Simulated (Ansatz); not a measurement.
System: Al2Cu (I4/mcm, No. 140). Method: revPBE (PAW; Ansatz, a program for electronic structure).

The input as run:

Ansatz 0.2 input:
```yaml
crystal:
  lattice:
    - [-3.0261015662, 3.0261015662, 2.4361599261]
    - [3.0261015662, -3.0261015662, 2.4361599261]
    - [3.0261015662, 3.0261015662, -2.4361599261]
  atoms:
    - { symbol: Al, position: [0.6583055568, 0.1583055568, 0.8166111135] }
    - { symbol: Al, position: [0.1583055568, 0.3416944432, 0.5] }
    - { symbol: Al, position: [0.8416944432, 0.6583055568, 0.5] }
    - { symbol: Al, position: [0.3416944432, 0.8416944432, 0.1833888865] }
    - { symbol: Cu, position: [0.75, 0.75, 0.0] }
    - { symbol: Cu, position: [0.25, 0.25, 0.0] }
basis:
  ecutwfc: 520
  ecutrho_ratio: 4
  xc_grid: 2
kpoints:
  mp_grid: { grid: [14, 14, 14] }
hamiltonian:
  xc: revpbe
  dispersion: none
  pseudopotentials: { kind: paw }
scf:
  occupations: { method: fermi_dirac, width: 0.05 }
output:
  forces: true
  stress: true
  eigenvalues: true
relax:
  f_tol: 0.004
  escape_saddle: false
  max_steps: 80
  cell: { stress_tol: 0.02, fix: [volume] }
```

The run printed, among other lines:

```
Relaxation: its limit of steps is 80 (relax.max_steps)
Crystal: 6 atoms, lattice volume = 89.234 Å³
Basis set: ecut = 520 eV, 2401 PW (Γ), exchange–correlation on 80×80×80 points (8 copies of the dense FFT grid, shifted against one another)
Bands: 31, of which v1, the nominal top of the filled ones, is band 25 counted from 1 (24 counted from 0)
Symmetry: 16 space group operations
Space group: I4/mcm (ITA 140), of the structure as read, at distance tolerance 4.5e-5 Å
k-points: 244 of 2744
Functional: x = revpbe(κ = 1.245, μ = 0.2195149727645171), c = pbe(β = 0.06672455060314922)
SCF iter   1: F=—  HF=-15417.174379 eV  |F-HF|=—  |Δ(HF+E_count)|=         —  Δρ=7.90e-3  dr2=4.02e-2
SCF iter   2: F=—  HF=-15417.171149 eV  |F-HF|=—  |Δ(HF+E_count)|=   3.23e-3  Δρ=1.30e-3  dr2=1.51e-3
  ...
SCF 1 converged in 7 iterations: F = -15417.170147 eV  dr2 = 8.97e-9
Crystal: 6 atoms, lattice volume = 89.234 Å³
Initial density: handed on by an earlier stage of this run
SCF 2 converged in 6 iterations: F = -15417.170170 eV  dr2 = 5.62e-11
Crystal: 6 atoms, lattice volume = 89.234 Å³
SCF iter   7: F=-15417.170170 eV  HF=-15417.170170 eV  |F-HF|=1.82e-12  |Δ(HF+E_count)|=  1.82e-12  Δρ=2.69e-9  dr2=4.66e-15
SCF iter   8: F=-15417.170170 eV  HF=-15417.170170 eV  |F-HF|=1.82e-12  |Δ(HF+E_count)|=  5.46e-12  Δρ=6.69e-10  dr2=3.13e-16
SCF 3 converged in 8 iterations: F = -15417.170170 eV  dr2 = 3.13e-16
SCF converged after 8 iterations
Free energy (F): -15417.170170 eV
Internal energy: -15417.153275 eV  (E = F + TS)
E sigma→0 (E₀):  -15417.161723 eV
Fermi energy:    10.464182 eV
--- Forces (eV/Å), atoms counted from 1 ---
  atom   1  Al    -0.00047265    -0.00047265     0.00000000
  atom   2  Al     0.00047265    -0.00047265    -0.00000000
  atom   3  Al    -0.00047265     0.00047265     0.00000000
  atom   4  Al     0.00047265     0.00047265    -0.00000000
  atom   5  Cu     0.00000000     0.00000000    -0.00000000
  atom   6  Cu    -0.00000000    -0.00000000     0.00000000
--- Stress (GPa, compression-positive) ---
        2.032246       0.000000       0.000000
        0.000000       2.032246      -0.000000
        0.000000      -0.000000       2.011041
  P = ⅓ Tr σ = 2.0252 GPa (20.252 kbar)
```

The cell is one volume of an energy–volume scan, off the minimum.

The PAW data were made under PBE.
